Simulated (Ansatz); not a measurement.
Consider KTaO3 in the cubic perovskite structure (space group Pm-3m, No. 221).

```cif
data_KO3Ta
_chemical_formula_sum 'K1 Ta1 O3'
_space_group_name_H-M_alt 'Pm-3m'
_space_group_IT_number 221
_space_group_name_Hall '-P 4 2 3'
_cell_length_a 4.02438
_cell_length_b 4.02438
_cell_length_c 4.02438
_cell_angle_alpha 90.000
_cell_angle_beta 90.000
_cell_angle_gamma 90.000
loop_
_atom_site_label
_atom_site_type_symbol
_atom_site_symmetry_multiplicity
_atom_site_Wyckoff_symbol
_atom_site_fract_x
_atom_site_fract_y
_atom_site_fract_z
_atom_site_occupancy
K1 K 1 a 0.00000 0.00000 0.00000 1
Ta1 Ta 1 b 0.50000 0.50000 0.50000 1
O1 O 3 c 0.00000 0.50000 0.50000 1
```

Levels (all Ansatz, a program for electronic structure, PAW): PBE (420 eV, without spin-orbit coupling); r2SCAN (500 eV, no SOC); HSE06 (420 eV, scalar-relativistic without spin-orbit coupling).

Levels that relaxed their own cell: PBE and r2SCAN.

```csv
level,band gap
PBE,2.16 eV
r2SCAN,2.63 eV
HSE06,3.58 eV
```

Measured: band gap 3.64 eV (temperature not stated; as listed in Burak Himmetoglu, Anderson Janotti, Journal of Physics Condensed Matter (2016)).

Computed minus measured — band gap: PBE -1.48 eV, r2SCAN -1.01 eV, HSE06 -0.06 eV (closest: HSE06). Measured values not marked as corrected hold thermal and zero-point effects that the static-lattice runs lack. A measured gap can be an optical one, lowered by exciton binding. Levels without spin-orbit coupling miss its effect on the gap.

Single points use the geometry relaxed with r2SCAN. HSE06 was sampled on its mesh, a few special points and the semilocal edge points, so its gap is an upper bound. Spin-orbit coupling, missing from the scalar runs, can matter with Ta. Whether these cells are dynamically stable was not tested.
